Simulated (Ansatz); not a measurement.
**MgTe under a change: uniaxial strain ε_zz = +1.80 %**

Consider MgTe in the wurtzite structure (space group P6_3mc, No. 186; a = 4.609 Å, c = 7.500 Å). Axes: x lies along a and z along c of the hexagonal cell.

One thing is altered: uniaxial strain ε_zz = +1.80 %, all other strain components held at zero, atoms relaxed at fixed cell.

All numbers come from Kohn–Sham DFT with the PBE functional, run in Ansatz (a quantum-chemistry and plane-wave program) with PAW and 420 eV plane waves, no spin-orbit coupling. Γ-centred 8×8×5 mesh, Fermi–Dirac width 0.05 eV.

| quantity | base | changed | shift |
|---|---|---|---|
| volume per atom | 34.49 Å³ | 35.11 Å³ | +0.62 Å³ |
| energy relative to the base (free energy F) | 0 meV/atom | +1.9 meV/atom | +1.9 meV/atom |
| pressure (mean of the normal stresses, compression positive) | -0.01 GPa | -0.59 GPa | -0.585 GPa |
| band gap (an upper bound: an edge found on the path is not a true extremum; the base alone) | 2.37 eV | 2.25 eV | -0.12 eV |
| largest internal atomic displacement | – | 0.012 Å | – |
| stress (xx, yy, zz, yz, xz, xy; compression positive) | – | (-0.39, -0.39, -0.99, 0.00, 0.00, 0.00) GPa | – |

Spin-orbit coupling, missing from the scalar runs, can matter with Te. No phonon test of stability was made.
